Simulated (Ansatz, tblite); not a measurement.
## Fluorite PbF2 (high-temperature phase), bulk modulus B0

Reference value: 64 GPa (measured, temperature not stated, no zero-point or thermal correction; as tabulated in Cadelano and Cappellini (2011), arXiv:1107.5962).

Task: What do GFN1-xTB, LDA, PBE, r²SCAN+SOC, HSE06 give, and how far is each from the reference?

Result: 
```csv
level (code),value (GPa),cell (Å³/atom),difference (%)
GFN1-xTB (tblite),105,15.74,+64
LDA (Ansatz),87.9,16.36,+37
PBE (Ansatz),66.5,18.01,+3.9
r²SCAN+SOC (Ansatz),77.4,17.27,+21
HSE06 (Ansatz),71.4,17.58,+11.6
```

The reference's temperature isn't stated, so close values are not ranked against it. Off by more than 20 % (a bound picked here): GFN1-xTB (+64 %), LDA (+37 %), r²SCAN+SOC (+21 %).

The reference has no zero-point or thermal correction, while the calculations are for a static lattice, so the differences are not the levels' errors alone. A static lattice is as a rule stiffer than a warm one, by over a tenth in soft solids.  Density-functional levels without +SOC have no spin–orbit coupling. GFN1-xTB: the method was fitted mainly to molecules. GFN1-xTB: the run uses a supercell at the zone centre in place of a k mesh. Each level is taken at its own relaxed cell. Cutoffs and k meshes differ between the levels. Ansatz's density-functional and Hartree–Fock values are scalar-relativistic unless marked +SOC, with PAW data made under PBE.

Differences are worked out from the printed values.

Ansatz is an electronic-structure program.
